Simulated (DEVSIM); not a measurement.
**illuminated In0.53Ga0.47As p-on-n cell, one wavelength**

System: illuminated In0.53Ga0.47As p-on-n cell, one wavelength, at 300 K.

| layer (left to right) | material | thickness (μm) | Nd (cm⁻³) | Na (cm⁻³) | τn (s) | τp (s) | absorption coefficient (cm⁻¹) |
|---|---|---|---|---|---|---|---|
| 1 | In0.53Ga0.47As | 0.770 | - | 6.6e17 | 4.1e-9 | 9e-9 | 13000 |
| 2 | In0.53Ga0.47As | 1.20 | 5.4e15 | - | 2.9e-8 | 2.9e-8 | 13000 |

Left contact: ohmic, minority electron recombination velocity 1000 cm/s. Right contact: ohmic, minority hole recombination velocity 200 cm/s. Voltage is applied to the left contact. Recombination: SRH at mid-gap, radiative, Auger. Light enters at the left, 3.9e17 photons cm⁻² s⁻¹, one pass, no reflection. Mobility is constant in doping.

The device is made up for the run: typed textbook-type constants, with dimensions and the other settings drawn at random. Values at 300 K.

```csv
parameter,In0.53Ga0.47As
gap (eV),0.74
affinity (eV),4.51
permittivity,13.9
Nc (cm⁻³),2.1e17
Nv (cm⁻³),7.7e18
μn (cm²/Vs),12000
μp (cm²/Vs),300
B (cm³/s),9.6e-11
Cn (cm⁶/s),5e-29
Cp (cm⁶/s),5e-29
```

DEVSIM, 1D drift-diffusion, Boltzmann statistics, complete ionisation; no tunnelling, impact ionisation, image-force lowering or self-heating.

| Item | Value |
|---|---|
| Potential step across the device at zero bias | 0.582 V |
| Largest field in the device at zero bias | 46000 V/cm |
| Dark forward voltage at 1 A/cm² | 0.433 V |
| Dark forward voltage at 100 A/cm² | 0.593 V |
| Short-circuit current | 57.4 mA/cm² |
| Open-circuit voltage | 0.343 V |
| Fill factor | 0.71 |
| Largest power | 14.0 mW/cm² |
| Share of generated pairs collected at short circuit | 0.996 |

Dark forward current:

```tsv
V (V)	J (A/cm²)
0.05	2.1e-5
0.10	7.9e-5
0.15	0.00026
0.20	0.00087
0.25	0.0033
0.30	0.014
0.35	0.072
0.40	0.38
0.45	1.6
0.50	6.0
0.55	25
0.60	120
0.65	670
0.70	3400
```

Small-signal capacitance in reverse bias (quasi-static):

```csv
V (V),C (nF/cm²)
-0.04,31.6
-0.1,29.9
-0.2,27.6
-0.3,25.7
-0.4,24.2
-0.6,21.9
-0.8,20.1
-1,18.7
-1.3,17.0
-1.6,15.8
-2,14.4
```
